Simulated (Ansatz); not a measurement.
**TiB2 under a change: uniaxial strain ε_xx = +1.50 %**

The parent structure is TiB2 (space group P6/mmm, No. 191; a = 3.0174 Å, c = 3.1851 Å). Axes: x lies along a and z along c of the hexagonal cell.

Now apply this change: uniaxial strain ε_xx = +1.50 %, all other strain components held at zero, atoms relaxed at fixed cell.

Method: plane-wave PAW DFT at the PBEsol level (Ansatz, a program for electronic structure, 420 eV), spin-orbit coupling left out. Γ-centred 13×13×10 mesh, Fermi–Dirac width 0.05 eV.

```json
[
 {"quantity": "space group", "base": "P6/mmm (No. 191)", "changed": "Cmmm (No. 65)", "shift": "–"},
 {"quantity": "shortest interatomic distance", "base": "1.742 Å", "changed": "1.745 Å", "shift": "+0.003 Å"},
 {"quantity": "energy relative to the base (free energy F)", "base": "0 meV/atom", "changed": "+3.9 meV/atom", "shift": "+3.9 meV/atom"},
 {"quantity": "pressure (mean of the normal stresses, compression positive)", "base": "0.0 GPa", "changed": "-4.1 GPa", "shift": "-4.1 GPa"},
 {"quantity": "band gap", "base": "zero", "changed": "zero", "shift": "–"},
 {"quantity": "stress (xx, yy, zz, yz, xz, xy; compression positive) (rough)", "base": "–", "changed": "(-9.7, -0.9, -1.6, 0.0, 0.0, 0.0) GPa", "shift": "–"}
]
```

Final structure:

```xyz
3
Lattice="3.0626 0.0000 0.0000 -1.5313 2.6131 0.0000 0.0000 0.0000 3.1851" Properties=species:S:1:pos:R:3 pbc="T T T"
Ti     0.0000     0.0000     0.0000
B      1.5313     0.8725     1.5925
B      0.0000     1.7406     1.5925
```

A case with no gap was solved on a k-mesh chosen for an insulator, which is coarse for it. Without a gap, meshes like the base's 13×13×10 leave anisotropic stresses uncertain by several tenths of a GPa, and small strain energies with them. Whether these cells are dynamically stable was not tested. All final runs are without spin polarisation.
